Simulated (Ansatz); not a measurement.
**Ansatz (an electronic-structure program) run on VAs2 (C2/m, 6 atoms in the cell): self-consistent single point**

Level of theory: LDA (PW92), default PAW files made with PBE (plane waves; Ansatz).

This input was run:

Ansatz 0.2 input:
```yaml
crystal:
  lattice:
    - [4.497450, -1.635019, 0.000000]
    - [4.497450, 1.635019, 0.000000]
    - [-3.713558, 0.000000, 6.443285]
  atoms:
    - { symbol: V, position: [0.845370, 0.845370, 0.805400] }
    - { symbol: V, position: [0.154630, 0.154630, 0.194600] }
    - { symbol: As, position: [0.595910, 0.595910, 0.895470] }
    - { symbol: As, position: [0.404090, 0.404090, 0.104530] }
    - { symbol: As, position: [0.147580, 0.147580, 0.534830] }
    - { symbol: As, position: [0.852420, 0.852420, 0.465170] }
basis:
  ecutwfc: 30.9 Ry
kpoints:
  mp_grid: { grid: [7, 7, 3] }
hamiltonian:
  xc: lda
  pseudopotentials: { kind: paw }
scf:
  occupations: { method: fermi_dirac, width: 0.0073 Ry }
output:
  forces: true
  eigenvalues: true
  stress: true
```

The program printed (abridged):

```
WARN ansatz: RAYON_NUM_THREADS=1 ignored (pool sized by the plan → 1); use --threads N
Pseudopotentials: kind: paw
Pseudopotential: V, paw, valence charge 13
Pseudopotential: As, paw, valence charge 15
Crystal: 6 atoms, lattice volume = 94.760 Å³
Basis set: ecut = 420.4159175005146 eV, 1855 PW (Γ)
Bands: 52, of which v1, the nominal top of the filled ones, is band 43 counted from 1 (42 counted from 0)
Symmetry: 4 space group operations
Space group: C2/m (ITA 12), of the structure as read, at distance tolerance 4.6e-5 Å
k-points: 44 of 147
PAW frozen core: V, regenerated for the run's functional, and the local potential with it
PAW frozen core: As, regenerated for the run's functional, and the local potential with it
Initial density: superposition of atomic densities (neutral atoms: chi_scale 0, normalization atom), corrected by the library's trained network
Initial wavefunctions: pseudopotential atomic-orbital guess
Eigensolver: davidson
Functional: x = slater, c = lda
SCF iter   1: F=—  HF=-24818.436960 eV  |F-HF|=—  |Δ(HF+E_count)|=         —  Δρ=9.05e-3  dr2=4.56e-2  ethr=1.77e-3  ⟨swp⟩=5.9  Hψ=7520  notcnv=0
all-band conjugate gradients solve this SCF's bands
preconditioner: auto → Kerker (q_TF=auto, 2.685 Å⁻¹)
SCF iter   2: F=—  HF=-24818.429268 eV  |F-HF|=—  |Δ(HF+E_count)|=   7.69e-3  Δρ=4.77e-3  dr2=1.39e-2  ethr=5.30e-5  ⟨swp⟩=1.0  Hψ=2640  notcnv=0
SCF iter   3: F=—  HF=-24818.426011 eV  |F-HF|=—  |Δ(HF+E_count)|=   3.26e-3  Δρ=7.78e-4  dr2=6.83e-4  ethr=1.61e-5  ⟨swp⟩=2.0  Hψ=2887  notcnv=0
SCF iter   4: F=—  HF=-24818.425707 eV  |F-HF|=—  |Δ(HF+E_count)|=   3.03e-4  Δρ=3.12e-4  dr2=1.19e-4  ethr=7.95e-7  ⟨swp⟩=2.0  Hψ=3168  notcnv=0
SCF iter   5: F=—  HF=-24818.425628 eV  |F-HF|=—  |Δ(HF+E_count)|=   7.94e-5  Δρ=1.08e-4  dr2=1.29e-5  ethr=1.39e-7  ⟨swp⟩=2.0  Hψ=3830  notcnv=0
SCF iter   6: F=—  HF=-24818.425619 eV  |F-HF|=—  |Δ(HF+E_count)|=   8.69e-6  Δρ=3.07e-5  dr2=1.09e-6  ethr=1.51e-8  ⟨swp⟩=2.0  Hψ=2751  notcnv=0
SCF iter   7: F=-24818.425619 eV  HF=-24818.425619 eV  |F-HF|=4.59e-8  |Δ(HF+E_count)|=   1.37e-7  Δρ=5.29e-6  dr2=7.23e-8  ethr=1.16e-10  ⟨swp⟩=3.0  Hψ=8481  notcnv=0
SCF 1 converged in 7 iterations: F = -24818.425619 eV  dr2 = 7.23e-8
SCF converged after 7 iterations
Free energy (F): -24818.425619 eV
Harris-Foulkes:  -24818.425619 eV  (|F-HF|=4.59e-8)
Internal energy: -24818.379678 eV  (E = F + TS)
E sigma→0 (E₀):  -24818.402649 eV
Entropy (-TS):   -0.045941 eV (-7.657 meV/atom)
Fermi energy:    14.528432 eV
--- Per-component energies (eV) ---
  E_band       = -1034.450338
  E_kinetic    = 1095.273246
  E_local      = -7586.775015  (includes V_loc(G=0)·N_el)
  E_nonlocal   = -2740.994116
  E_hartree    = 4173.406501
  E_xc         = -579.791706
  E_vxc        = -655.003900  (∫ρ·V_xc dr)
  E_paw        = -9140.431528  (= ΣΔE_a)
  E_vpaw       = 506.242268  (= ΣTr[D̂ρ^β])
  E_aug_tail   = 0.000537  (compensation charges beyond the density's cutoff)
  E_ewald      = -10048.060818
  E_core_change = 8.993220  (= ΣΔE_core)
  E_smearing   = -0.045941  (= −TS)
  E_closure    = -0.000000  (closes the sum)
  Σ components = -24818.425619   (vs F -24818.425619, Δ=0.00e0)
--- Forces (eV/Å), atoms counted from 1 ---
  atom   1  V      0.02564617    -0.00000000     0.06652575
  atom   2  V     -0.02564617     0.00000000    -0.06652575
  atom   3  As     0.01880599    -0.00000000    -0.02451960
  atom   4  As    -0.01880599     0.00000000     0.02451960
  atom   5  As     0.11029915    -0.00000000     0.00936863
  atom   6  As    -0.11029915     0.00000000    -0.00936863
  max |Σ_I F_I| component: 1.73e-17 eV/Å
--- Stress (GPa, compression-positive) ---
       -4.081594       0.000000       0.223042
        0.000000      -5.496575      -0.000000
        0.223043      -0.000000      -4.694959
  P = ⅓ Tr σ = -4.7577 GPa (-47.577 kbar)
  The stress holds the Pulay correction. Without it, at fixed plane waves, as pw.x and ABINIT print it: P = -4.8070 GPa
--- Band table (eV; the first three rows and the last of 44) ---
  k-point 0: bands = ["-49.0085", "-48.9921", "-23.2672", "-23.2270", "-23.2250", "-23.2092", "-23.1818", "-23.0980", "-21.3422", "-21.2959", "-21.2718", "-21.2691", "-21.2311", "-21.2084", "-21.1880", "-21.1854", "-21.1846", "-21.1589", "-21.0554", [...]
  k-point 1: bands = ["-49.0084", "-48.9922", "-23.2678", "-23.2262", "-23.2236", "-23.2100", "-23.1832", "-23.0973", "-21.3422", "-21.2960", "-21.2717", "-21.2694", "-21.2310", "-21.2084", "-21.1880", "-21.1853", "-21.1843", "-21.1588", "-21.0557", [...]
  k-point 2: bands = ["-49.0074", "-48.9911", "-23.2665", "-23.2409", "-23.2241", "-23.2227", "-23.1815", "-23.0974", "-21.3437", "-21.2999", "-21.2706", "-21.2656", "-21.2288", "-21.2089", "-21.1884", "-21.1847", "-21.1819", "-21.1586", "-21.0572", [...]
  k-point 43: bands = ["-49.0072", "-48.9912", "-23.2664", "-23.2395", "-23.2241", "-23.2228", "-23.1845", "-23.0977", "-21.3582", "-21.3306", "-21.2644", "-21.2323", "-21.2187", "-21.2148", "-21.1904", "-21.1830", "-21.1711", "-21.1663", [...]
```

The run converged in 7 iterations.

The starting cell comes from a database of computed structures (which also holds hypothetical and non-ambient phases and stackings), without a prior relaxation at this level. Its lattice was rescaled by up to half a per cent. Spin polarisation is off, so a magnetic state, if there is one, cannot be reached. With a pressure of about -5 GPa the cell is away from its equilibrium volume at this level. Ansatz's pressure includes its estimate of the finite-basis (Pulay) stress.
